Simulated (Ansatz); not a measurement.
ZnS under load (space group P6_3mc), Ansatz (a first-principles code) with PBE with spin-orbit coupling, rigid bands. Condition of this run: biaxial stress in the c plane of 1 GPa (compression positive) (the target of the relaxation). Band gap 2.28 eV, N_c = 2.11e18 cm⁻³ and N_v = 3.28e19 cm⁻³ at 300 K, conductivity masses along x (a = (3.76, 0.00, 0.00) Å; b = (-1.88, 3.25, 0.00) Å; c = (0.00, 0.00, 6.23) Å) of 0.207 mₑ (electrons) and 0.988 mₑ (holes). Take k_BT = 0.02585 eV.

Question: What built-in voltage has an abrupt junction with N_A = 1e17 and N_D = 1e17 cm⁻³, all dopants ionised?

Answer: V_bi = E_g/e − (k_BT/e) ln(N_c N_v/(N_A N_D)) = 2.28 − 0.02585 × 8.84 = 2.05 V, for the computed gap.

Question: Find the intrinsic carrier density and the intrinsic Fermi level.

Answer: n_i = √(N_c N_v) exp(−E_g/2k_BT) = 8.32e18 × exp(−44.10) = 5.9e-1 cm⁻³. The level lies (k_BT/2) ln(N_v/N_c) = 35 meV from mid-gap (positive towards the conduction band). Each 0.1 eV added to the gap lowers n_i by a factor of 6.9.

Question: What thermal injection velocity √(2k_BT/πm) limits a ballistic channel along the direction named?

Answer: 1.18e7 cm/s for electrons and 5.41e6 cm/s for holes, a ratio of √(m_h/m_e) = 2.18, for dilute carriers.

Rigid bands with the computed gap; masses take one relaxation time for all states. Geometry: cell and atoms relaxed with PBEsol.
